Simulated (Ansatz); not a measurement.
# What biaxial strain +3.76 %, plane normal [111], relaxed out of plane does to hypothetical zinc blende VS

Consider VS in the zinc blende structure (space group F-43m, No. 216; a = 5.273 Å; ferromagnetic; a hypothetical phase, not in the database extracts checked; relaxed with 0.1 eV smearing). Axes: x, y, z lie along the cube axes.

The change: tensile biaxial strain of 3.76 % in the plane normal to [111], as in epitaxy on a mismatched substrate; the out-of-plane cell vector and the atoms relax.

The values are results of PBEsol in Ansatz (plane waves to 420 eV, PAW, no spin-orbit coupling), not measurements. Settings: 19×19×19 k-points, 0.1 eV Fermi–Dirac smearing.

```csv
quantity,base,changed,shift
volume per atom,18.32 Å³,18.78 Å³,+0.46 Å³
space group,F-43m (No. 216),R3m (No. 160),–
shortest interatomic distance,2.283 Å,2.284 Å,+0.001 Å
energy relative to the base (free energy F),0 meV/atom,+17 meV/atom,+17 meV/atom
"pressure (mean of the normal stresses, compression positive)",0.0 GPa,-2.8 GPa,-2.8 GPa
band gap,zero,zero,–
magnetic state,ferromagnetic,ferromagnetic,–
largest site moment,1.62 μB,1.64 μB,+0.026 μB
out-of-plane strain,–,-4.79 %,–
ratio −ε⊥/ε∥,–,1.27,–
mean in-plane stress (compression positive),–,-4.2 GPa,–
```

The magnetic state is the one reached from the starting moments; the real material's order can differ, and small cells can't hold many antiferromagnetic ones. No phonon test of stability was made.

Ansatz is an electronic-structure program.
